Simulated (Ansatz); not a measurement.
The reference is Hf in the hcp (Mg type) structure (space group P6_3/mmc, No. 194; a = 3.204 Å, c = 5.069 Å).

Computed with PBE in Ansatz (plane waves to 420 eV, PAW, without spin-orbit coupling).

One change was made to it. Results:

The shortest interatomic distance drops by 0.074 Å (3.138 Å → 3.064 Å); the c/a ratio rises by 0.004 (1.582 → 1.586).

Question: Which change produced these results?
A) pressure 2.1 GPa
B) pressure −2 GPa
C) pressure 9 GPa
D) pressure 4.5 GPa

Answer: C, pressure 9 GPa. For comparison, the shortest interatomic distance in the other runs: pressure 2.1 GPa gives 3.119 Å; pressure −2 GPa gives 3.158 Å; pressure 4.5 GPa gives 3.098 Å.

Load acts through the strain it causes; cell and atoms are relaxed under it. Stability against distortions was not tested. Competing high-pressure phases were not computed. The final runs are not spin-polarised.

Ansatz is a quantum-chemistry and plane-wave program.
